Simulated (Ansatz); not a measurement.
The starting structures come from a database of crystals and need not be the phases stable at ambient conditions.

 Where the default PAW files enter, the runs use the earlier of Ansatz's two default sets.

Tunnelling through a barrier is set by its complex band structure: the current falls as exp(−2κd) with the smallest κ.

Given:

```
AgCl
1.0
    5.59942     0.00000     0.00000
   -0.38512     5.59433     0.00000
    0.38512    -2.72992     2.79635
Ag Cl
2 2
Direct
  0.78192   0.25000   0.43402
  0.21808   0.75000   0.56598
  0.73744   0.75000   0.45766
  0.26256   0.25000   0.54234
```

Space group of this cell: P2_1/m. The cell is taken as given; by r2SCAN its mean pressure is -1.9 GPa.

Transport runs along the normal of the first two printed cell vectors.

The gap is the functional's own. No spin-orbit coupling. Mid-gap values are interpolated on the energy grid.

Compute, with Ansatz (a first-principles code) with r2SCAN, the band gap and the smallest decay constant κ at mid-gap.

Gap 1.39 eV on a 6×12×12 mesh; κ = 0.221 1/Å, at the zone centre.
